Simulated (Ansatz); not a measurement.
**Effort and miss along a sweep of basis.ecutwfc: LuMn2Ge2 (I4/mmm, 5 atoms in the cell)**

```
CELL_PARAMETERS angstrom
     -2.00801     2.00801     5.42546
      2.00801    -2.00801     5.42546
      2.00801     2.00801    -5.42546
ATOMIC_POSITIONS crystal
  Lu 0.00000 0.00000 0.00000
  Mn 0.75000 0.25000 0.50000
  Mn 0.25000 0.75000 0.50000
  Ge 0.61238 0.61238 0.00000
  Ge 0.38762 0.38762 0.00000
```
Moments meant for the start (each program seeds them in its own way; μB, in the order of the atoms Lu Mn Mn Ge Ge): 0.0 4.0 4.0 0.0 0.0.

Level of theory: LDA (PW92), PAW files made with PBE (plane waves; Ansatz, a program for electronic structure).

Base settings: basis.ecutwfc = 420 eV; kpoints.mp_grid.grid = 7 7 7; hamiltonian.xc = lda; hamiltonian.pseudopotentials = {kind: paw} (the program's default PAW files); magnetization.spin_polarized = true; scf.occupations.method = fermi_dirac; scf.occupations.width = 0.1 eV.

Misses are taken against the tightest run, 840 eV, which need not be fully converged itself. The energy is the free energy per atom.

The count of work is k-points × plane waves × bands × iterations; it is no time, and leaves out set-up, grids and terms that scale otherwise. Core times come from one kind of shared machine and are given to one figure; runs under 30 s give none.

Ansatz's pressure holds its estimate of the finite-basis (Pulay) stress, which hides part of the cutoff error; the uncorrected pressure shows it.

The starting cell comes from a database of computed structures (which also holds hypothetical and non-ambient phases and stackings), without a prior relaxation at this level. The magnetic order is the one reached from the typed start; others were not searched systematically. The program warned that, by what it read of turns of the moments, another magnetic order lies lower. In the base run, with a pressure of about -16 GPa the cell is away from its equilibrium volume at this level. In the base run, forces exceed 1 eV/Å. Ansatz's pressure includes its estimate of the finite-basis (Pulay) stress.

The runs (basis.ecutwfc): 170 eV | 210 eV | 250 eV | 295 eV | 335 eV | 380 eV | 420 eV | 485 eV | 545 eV | 630 eV | 735 eV | 840 eV.

### Question
Which is the coarsest setting among those run that, with all tighter ones, holds the energy within 10 meV/atom of the reference, and what does it save?

### Answer
380 eV, off by 5.2 meV/atom; it needs 0.31 of the reference's count of work and about 0.3 of the reference's time.

### Question
Which is the coarsest setting among those run that, with all tighter ones, holds the energy within 1 meV/atom of the reference, and what does it save?

### Answer
485 eV, off by 0.69 meV/atom; its saving against the reference is no more than about a factor of 2 in time.

### Question
What does the step from 170 eV to 335 eV buy?

### Answer
It takes the miss in the energy from 18000 to 28 meV/atom, for 2.7 times the count of work.

```csv
basis.ecutwfc,energy less reference (meV/atom),pressure less reference (GPa),largest difference in the force on any atom (eV/Å),uncorrected pressure less reference (GPa),count of work / reference,core time / reference (rough)
170 eV,18314.55,7.44,0.032,-588.75,0.090,–
210 eV,4884.05,1.39,0.671,-220.67,0.12,–
250 eV,1055.09,-1.05,0.293,-65.85,0.15,–
295 eV,162.42,0.56,0.057,-12.41,0.20,–
335 eV,27.73,0.23,0.041,-2.19,0.25,–
380 eV,5.18,0.07,0.005,-0.28,0.31,0.3
420 eV,2.05,0.02,0.002,-0.08,0.35,0.4
485 eV,0.69,0.01,0.001,-0.02,0.45,0.5
545 eV,0.45,0.00,0.000,0.00,0.51,0.6
630 eV,0.30,0.00,0.000,0.00,0.64,0.7
735 eV,0.10,0.00,0.000,0.00,0.82,0.9
840 eV,0.00,0.00,0.000,0.00,1.0,1
```

Keys are those of Ansatz 0.2.
